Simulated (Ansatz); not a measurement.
# Parameter sweep on YSi (P6_3/mmc, 4 atoms in the cell)

```yaml
crystal:
  lattice:
    - [4.94699, 0.00000, 0.00000]
    - [-2.47350, 4.28422, 0.00000]
    - [0.00000, 0.00000, 6.89489]
  atoms:
    - { symbol: Y, position: [0.00000, 0.00000, 0.00000] }
    - { symbol: Y, position: [0.00000, 0.00000, 0.50000] }
    - { symbol: Si, position: [0.33333, 0.66667, 0.25000] }
    - { symbol: Si, position: [0.66667, 0.33333, 0.75000] }
```

Base run A: PBE in Ansatz (a program for electronic structure), self-consistent single point.

Its settings: basis.ecutwfc = 30.9 Ry; kpoints.mp_grid.grid = 6 6 4; hamiltonian.xc = pbe; hamiltonian.pseudopotentials = {kind: paw}, with the files named one by one; scf.occupations.method = cold; scf.occupations.width = 0.02 Ry.

The starting cell was generated: these elements placed on a structure prototype, without a prior relaxation; it need not be a known phase or ordering of this composition. In the base run, with a pressure of about -10 GPa the cell is away from its equilibrium volume at this level. Ansatz's pressure includes its estimate of the finite-basis (Pulay) stress.

Total energies depend on the potentials, the functional and any Hubbard or dispersion term, so they are compared only between runs that share all of them.

Runs:
- B: hamiltonian.xc: pbe → lda; hamiltonian.pseudopotentials: {kind: paw}, with the files named one by one → {kind: paw} (the program's default PAW files) [LDA (PW92)]
- C: hamiltonian.xc: pbe → pbesol; hamiltonian.pseudopotentials: {kind: paw}, with the files named one by one → {kind: paw} (the program's default PAW files) [PBEsol]
- D: hamiltonian.xc: pbe → rpbe; hamiltonian.pseudopotentials: {kind: paw}, with the files named one by one → {kind: paw} (the program's default PAW files) [RPBE]
- E: hamiltonian.xc: pbe → revpbe; hamiltonian.pseudopotentials: {kind: paw}, with the files named one by one → {kind: paw} (the program's default PAW files) [revPBE]
- F: hamiltonian.xc: pbe → blyp; hamiltonian.pseudopotentials: {kind: paw}, with the files named one by one → {kind: paw} (the program's default PAW files) [BLYP]
- G: basis.ecutwfc: 30.9 Ry → 36.7 Ry; hamiltonian.xc: pbe → r2scan; hamiltonian.pseudopotentials: {kind: paw}, with the files named one by one → {kind: paw} (the program's default PAW files) [r2SCAN]

Question: What does run C change against A?

Answer: The pressure goes from -9.52 to -10.68 GPa.

Question: What does run D change against A?

Answer: The pressure goes from -9.52 to -8.61 GPa.

```json
[
 {"run": "A", "pressure (GPa)": "-9.52"},
 {"run": "B", "pressure (GPa)": "-11.49"},
 {"run": "C", "pressure (GPa)": "-10.68"},
 {"run": "D", "pressure (GPa)": "-8.61"},
 {"run": "E", "pressure (GPa)": "-8.85"},
 {"run": "F", "pressure (GPa)": "-7.89"},
 {"run": "G", "pressure (GPa)": "-10.00"}
]
```

Keys are those of Ansatz 0.2.
